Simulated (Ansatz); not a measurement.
## Effect of pressure 30 GPa on hypothetical CsCl type AuCl

Take AuCl in the CsCl type structure (space group Pm-3m, No. 221; a = 3.422 Å; a hypothetical phase, not in the database extracts checked) as the base.

Modification: a hydrostatic pressure of 30 GPa.

Calculations: PBE (Ansatz, an electronic-structure program, PAW, spin-orbit coupling left out). Settings: 14×14×14 k-points, 0.05 eV Fermi–Dirac smearing.

```tsv
quantity	base	changed	shift
volume per atom	20.04 Å³	15.57 Å³	-4.47 Å³
lattice parameter a	3.422 Å	3.146 Å	-0.276 Å
shortest interatomic distance	2.964 Å	2.724 Å	-0.2394 Å
enthalpy H = E + PV relative to the base's energy	–	+3.23 eV/atom	–
band gap	zero	zero	–
```

Cost of the whole job for the changed cell (relaxation, final SCF and bands): very roughly 40 core-seconds.

Load acts through the strain it causes; cell and atoms are relaxed under it. Whether these cells are dynamically stable was not tested. Competing high-pressure phases were not computed. No Hubbard U is applied, and correlation can decide whether such a compound is a metal. All final runs are without spin polarisation.
